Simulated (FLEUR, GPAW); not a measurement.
A FLEUR input for a self-consistent single point of RbRuF₆ (R-3m, 8 atoms in the cell) (DFT, LDA (Perdew-Zunger), all-electron FLAPW (FLEUR), scalar-relativistic valence):

Input of the input generator:

```
scf RbRuF6
&input film=f /
0.7532366066 0.4348813576 0.4934701807
-0.7532366066 0.4348813576 0.4934701807
0.0000000000 -0.8697627152 0.4934701807
9.5041084326
1.0 1.0 1.0

8
37 0.5000000000 0.5000000000 0.5000000000 : 0.00
44 -0.0000000000 -0.0000000000 -0.0000000000 : 2.00
9 0.2599250000 0.2599250000 0.9188000000 : 0.00
9 0.7400750000 0.7400750000 0.0812000000 : 0.00
9 0.9188000000 0.2599250000 0.2599250000 : 0.00
9 0.0812000000 0.7400750000 0.7400750000 : 0.00
9 0.2599250000 0.9188000000 0.2599250000 : 0.00
9 0.7400750000 0.0812000000 0.7400750000 : 0.00

&comp jspins=2 /
&exco xctyp='pz' /
&kpt div1=3 div2=3 div3=3 /
&end /
```

```xml
<?xml version="1.0" encoding="UTF-8" standalone="no"?>
<fleurInput fleurInputVersion="0.39">
   <comment>
      scf RbRuF6                                                                                          
   </comment>
   <calculationSetup>
      <cutoffs Kmax="4.8" Gmax="16.8" GmaxXC="16.8" numbands="0"/>
      <scfLoop itmax="80" minDistance="0.00001" maxIterBroyd="40" imix="Anderson" alpha="0.05" precondParam="0.0" spinf="2.0"/>
      <coreElectrons ctail="T" frcor="F" kcrel="0" coretail_lmax="0"/>
      <xcFunctional name="pz" relativisticCorrections="F"/>
      <magnetism jspins="2"/>
      <soc l_soc="F" theta="0.0" phi="0.0" spav="F"/>
      <expertModes spex="0" secvar="F"/>
      <geometryOptimization l_f="T" forcealpha="1.0" forcemix="BFGS" epsdisp="0.00001" epsforce="0.00001"/>
      <ldaU l_linMix="F" mixParam="0.05" spinf="1.0"/>
   </calculationSetup>
   <cell>
      <bzIntegration valenceElectrons="65.0" mode="hist" fermiSmearingEnergy="0.00183747">
         <kPointListSelection listName="default-1"/>
         <!-- k-points included here -->
         <xi:include xmlns:xi="http://www.w3.org/2001/XInclude" href="kpts.xml"> </xi:include>
      </bzIntegration>
      <!-- symmetry operations included here -->
      <xi:include xmlns:xi="http://www.w3.org/2001/XInclude" href="sym.xml"> </xi:include>
      <bulkLattice scale="1.0">
         <bravaisMatrix>
            <row-1>    7.1588423845300699     4.1331595779466967     4.6899941056275161</row-1>
            <row-2>   -7.1588423845300699     4.1331595779466967     4.6899941056275161</row-2>
            <row-3>    0.0000000000000000    -8.2663191558933935     4.6899941056275161</row-3>
         </bravaisMatrix>
      </bulkLattice>
   </cell>
   <atomSpecies>
      <species name="Rubidium (Rb)" element="Rb" atomicNumber="37">
         <mtSphere radius="2.63" gridPoints="925" logIncrement="0.014"/>
         <atomicCutoffs lmax="10" lnonsphr="8"/>
         <electronConfig flipSpins="F">
            <coreConfig>(1s1/2) (2s1/2) (2p1/2) (2p3/2) (3s1/2) (3p1/2) (3p3/2) (3d3/2) (3d5/2)</coreConfig>
            <valenceConfig>(4s1/2) (4p1/2) (4p3/2) (5s1/2)</valenceConfig>
            <stateOccupation state="(5s1/2)" spinUp="0.5" spinDown="0.5"/>
         </electronConfig>
         <energyParameters s="5" p="5" d="4" f="4"/>
         <lo type="SCLO" l="0" n="4" eDeriv="0"/>
         <lo type="SCLO" l="1" n="4" eDeriv="0"/>
      </species>
      <species name="Ruthenium 2.000" element="Ru" atomicNumber="44">
         <mtSphere radius="2.03" gridPoints="717" logIncrement="0.018"/>
         <atomicCutoffs lmax="8" lnonsphr="6"/>
         <electronConfig flipSpins="F">
            <coreConfig>(1s1/2) (2s1/2) (2p1/2) (2p3/2) (3s1/2) (3p1/2) (3p3/2) (4s1/2) (3d3/2) (3d5/2)</coreConfig>
            <valenceConfig>(4p1/2) (4p3/2) (5s1/2) (4d3/2) (4d5/2)</valenceConfig>
            <stateOccupation state="(5s1/2)" spinUp="0.5" spinDown="0.5"/>
            <stateOccupation state="(4d3/2)" spinUp="1.5" spinDown="1.3"/>
            <stateOccupation state="(4d5/2)" spinUp="3.0" spinDown="1.2"/>
         </electronConfig>
         <energyParameters s="5" p="5" d="4" f="4"/>
         <lo type="SCLO" l="1" n="4" eDeriv="0"/>
      </species>
      <species name="Fluorine (F)" element="F" atomicNumber="9">
         <mtSphere radius="1.15" gridPoints="407" logIncrement="0.026"/>
         <atomicCutoffs lmax="6" lnonsphr="4"/>
         <electronConfig flipSpins="F">
            <coreConfig>(1s1/2)</coreConfig>
            <valenceConfig>(2s1/2) (2p1/2) (2p3/2)</valenceConfig>
            <stateOccupation state="(2p1/2)" spinUp="0.8333333333" spinDown="0.8333333333"/>
            <stateOccupation state="(2p3/2)" spinUp="1.666666667" spinDown="1.666666667"/>
         </electronConfig>
         <energyParameters s="2" p="2" d="3" f="4"/>
      </species>
   </atomSpecies>
   <atomGroups>
      <atomGroup species="Rubidium (Rb)">
         <relPos label="                   1">1.000/2.000 1.000/2.000 1.000/2.000</relPos>
         <force calculate="T" relaxXYZ="TTT"/>
      </atomGroup>
      <atomGroup species="Ruthenium 2.000">
         <relPos label="                   2">.0000000000 .0000000000 .0000000000</relPos>
         <force calculate="T" relaxXYZ="TTT"/>
      </atomGroup>
      <atomGroup species="Fluorine (F)">
         <relPos label="                   3">.2599250000 .2599250000 -.0812000000</relPos>
         <relPos label="                   4">-.2599250000 -.2599250000 .0812000000</relPos>
         <relPos label="                   5">-.0812000000 .2599250000 .2599250000</relPos>
         <relPos label="                   6">.0812000000 -.2599250000 -.2599250000</relPos>
         <relPos label="                   7">.2599250000 -.0812000000 .2599250000</relPos>
         <relPos label="                   8">-.2599250000 .0812000000 -.2599250000</relPos>
         <force calculate="T" relaxXYZ="TTT"/>
      </atomGroup>
   </atomGroups>
   <output dos="F" band="F" slice="F">
      <checks vchk="F" cdinf="F"/>
      <bandDOS minEnergy="-.5*Htr" maxEnergy="0.5*Htr" sigma="0.015" storeEVData="T"/>
      <vacuumDOS vacdos="F" integ="F" star="F" nstars="0" locx1="0.0" locy1="0.0" locx2="0.0" locy2="0.0" nstm="0" tworkf="0.0"/>
      <unfoldingBand unfoldBand="F" supercellX="1" supercellY="1" supercellZ="1"/>
      <plotting iplot="0" polar="F">
         <plot TwoD="T" vec1="  1.0  0.0  0.0" vec2="  0.0  1.0  0.0" vec3="  0.0  0.0  1.0" zero="  0.0  0.0  0.0" file="plot"/>
      </plotting>
      <chargeDensitySlicing numkpt="0" minEigenval="0.0" maxEigenval="0.0" nnne="0" pallst="F"/>
      <specialOutput eonly="F"/>
      <magneticCircularDichroism mcd="F" energyLo="-10.0" energyUp="0.0"/>
   </output>
  <!-- We include the file relax.xml here to enable relaxations (see documentation) -->
  <xi:include xmlns:xi="http://www.w3.org/2001/XInclude" href="relax.xml"> <xi:fallback/> </xi:include>
</fleurInput>
```

Give the GPAW input for the same structure, mesh, smearing and functional.

One input that does it (others would too):

```python
from ase import Atoms
from ase.units import GPa
from gpaw import GPAW, PW, FermiDirac

atoms = Atoms(['Rb', 'Ru', 'F', 'F', 'F', 'F', 'F', 'F'],
              cell=[[3.788296, 2.187174, 2.481838],
                    [-3.788296, 2.187174, 2.481838],
                    [0.000000, -4.374348, 2.481838]],
              scaled_positions=[[0.500000, 0.500000, 0.500000],
                                [0.000000, 0.000000, 0.000000],
                                [0.259925, 0.259925, 0.918800],
                                [0.740075, 0.740075, 0.081200],
                                [0.918800, 0.259925, 0.259925],
                                [0.081200, 0.740075, 0.740075],
                                [0.259925, 0.918800, 0.259925],
                                [0.740075, 0.081200, 0.740075]],
              pbc=True)

atoms.set_initial_magnetic_moments([0.0, 2.0, 0.0, 0.0, 0.0, 0.0, 0.0, 0.0])

calc = GPAW(spinpol=True,
            mode=PW(950),
            xc='LDA',
            kpts=(3, 3, 3),
            occupations=FermiDirac(0.05),
            nbands=-4,
            convergence={'density': 1e-05, 'bands': -2},
            symmetry={'symmorphic': False, 'tolerance': 0.0005},
            maxiter=100)

atoms.calc = calc

energy = atoms.get_potential_energy()
print('Energy (eV):', round(energy, 6))
forces = atoms.get_forces()
print('Forces (eV/Ang):')
print(forces.round(5))
stress = atoms.get_stress()
print('Stress (GPa, Voigt):', (stress / GPa).round(4))
```

Basis, cutoffs, solver keys and any potentials are the target program's own. This input uses DFT LDA (Perdew-Wang 92), plane waves, GPAW PAW datasets LDA (gpaw-data 1.0.1). LDA parametrisations can differ slightly between programs.

The starting cell comes from a database of computed structures (which also holds hypothetical and non-ambient phases and stackings), without a prior relaxation at this level. Its lattice was rescaled by a random factor within 2.5 % of one.
